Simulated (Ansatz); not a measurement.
Start from GaAs in the zinc blende structure (space group F-43m, No. 216; a = 5.659 Å). Axes: x, y, z lie along the cube axes.

It is then changed as follows: uniaxial strain ε_xx = −3.91 %, all other strain components held at zero, atoms relaxed at fixed cell.

Levels (all Ansatz, a program for electronic structure, PAW, earlier PAW set): PBEsol (420 eV, spin-orbit coupling left out); HSE06+SOC (420 eV, spin-orbit coupling included).

The geometry is relaxed with PBEsol.

- PBEsol valence-band top at Γ: 0.00, -0.22, -0.22 eV
- PBEsol lowest conduction level above the VBM at special points: Γ 0.56 eV; N 0.86 eV; M 0.98 eV

With HSE06+SOC at the same geometry, the valence-band top at Γ (three highest Kramers pairs, from the VBM) changes from 0.00, -0.22, -0.22 eV to 0.00, -0.18, -0.50 eV; the lowest conduction level above the VBM at special points becomes Γ 1.50 eV; N 1.63 eV; M 1.59 eV (PBEsol: Γ 0.56 eV; N 0.86 eV; M 0.98 eV).

Single points use the geometry relaxed with PBEsol. The spin-orbit shifts are approximate. The levels and masses belong to the bands next to the band gap. Stability against distortions was not tested. k-point labels follow each cell's own Brillouin zone.
